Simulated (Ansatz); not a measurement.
Start from C in the diamond structure (space group Fd-3m, No. 227; a = 3.5603 Å).

Calculations: r2SCAN in Ansatz (plane waves to 500 eV, PAW, no spin-orbit coupling).

Before the change:

Width of the top valence band: 8.75 eV
Hole mass: 0.28, 0.28, 0.47 mₑ (at Γ)
Volume per atom: 5.64 Å³

One thing is altered: cell and atoms relaxed at a pressure of 1.8 GPa.

Problem. What happens to the width of the top valence band?

Solution. The width of the top valence band rises by 0.035 eV (8.75 eV → 8.78 eV).

Problem. Estimate the effect on the hole mass.

Solution. The hole mass (degenerate bands, along [100]) is still 0.28, 0.28, 0.47 mₑ (at Γ).

Problem. What does the calculation give for the volume per atom after the change?

Solution. The volume per atom decreases by 0.02 Å³, from 5.64 Å³ to 5.62 Å³.

The levels and masses belong to the bands next to the band gap. Load acts through the strain it causes; cell and atoms are relaxed under it. Effective masses come from finite differences of ±0.01 Å⁻¹. Whether these cells are dynamically stable was not tested.

Ansatz is a quantum-chemistry and plane-wave program.
